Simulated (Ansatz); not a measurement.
An Ansatz (an electronic-structure program) input (plane-wave PAW DFT at the PBE level (Ansatz, 420 eV), scalar-relativistic without spin-orbit coupling):

Ansatz 0.2 input:
```yaml
crystal:
  lattice:
    - [-3.3074431414, 5.6345626465, 2.966279864]
    - [3.3074431414, -5.6345626465, 2.966279864]
    - [3.3074431414, 5.6345626465, -2.966279864]
  atoms:
    - { symbol: Se, position: [0.390152284, 0.3108432878, 0.7009955718] }
    - { symbol: Se, position: [0.890152284, 0.1891567122, 0.0793089962] }
    - { symbol: Se, position: [0.109847716, 0.8108432878, 0.9206910038] }
    - { symbol: Se, position: [0.609847716, 0.6891567122, 0.2990044282] }
    - { symbol: Si, position: [0.25, 0.25, 0] }
    - { symbol: Si, position: [0.75, 0.75, 0] }
basis: { ecutwfc: 420, ecutrho_ratio: 4, xc_grid: 2, fft_grid_basis: typed }
kpoints: { mp_grid: { grid: [8, 8, 8] } }
hamiltonian:
  xc: pbe
  dispersion: none
  pseudopotentials: { kind: paw }
scf: { occupations: { method: fermi_dirac, width: 0.05 }, convergence: { dr2_threshold: 0.0000000006 } }
output: { forces: true, stress: true }
```

Q: Which symmetry and how many k-points will the program report, and about how many plane waves at Γ?

A: Space group Ibam (ITA 72) with 8 operations, k-points 95 of 512, and 4289 plane waves at Γ.

No phonon test of stability was made. The cell is SiSe₂ (space group Ibam, No. 72; made of chains). No dispersion term is included, though the crystal is made of layers, chains or molecules, so its spacings can come out too wide.
